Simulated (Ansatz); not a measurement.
Base system: CdTe in the zinc blende structure (space group F-43m, No. 216; a = 6.558 Å). Axes: x, y, z lie along the cube axes.

All numbers come from r2SCAN, PAW, 500 eV (Ansatz, a quantum-chemistry and plane-wave program; scalar-relativistic without spin-orbit coupling).

For the base:

The electron mass is 0.090 mₑ (at Γ). The valley order comes out as Γ 1.17 eV; L along ⟨111⟩ 2.20 eV. The pressure is 0.00 GPa.

It is then changed as follows: biaxial strain −2.50 %, plane normal [001], relaxed out of plane (Cartesian); in-plane vectors clamped, the third vector and the atoms free.

How does this affect the electron mass?

The electron mass goes from 0.090 mₑ (at Γ) to 0.091 mₑ (at Γ).

What happens to the valley order?

The valley order (the lowest conduction-band minima on the path, energy above the VBM, named in the base's zone) becomes Γ 1.14 eV; L along [111] 2.12 eV (base: Γ 1.17 eV; L along ⟨111⟩ 2.20 eV).

How does this affect the pressure?

The pressure (mean of the normal stresses, compression positive) goes from zero to 0.72 GPa.

What does the calculation give for the ratio −ε⊥/ε∥ after the change?

The ratio −ε⊥/ε∥ is 1.31.

Spin-orbit coupling, missing from the scalar runs, can matter with Te. The levels and masses belong to the bands next to the band gap. Masses are band curvatures over ±0.01 Å⁻¹ around the edge. No phonon test of stability was made.
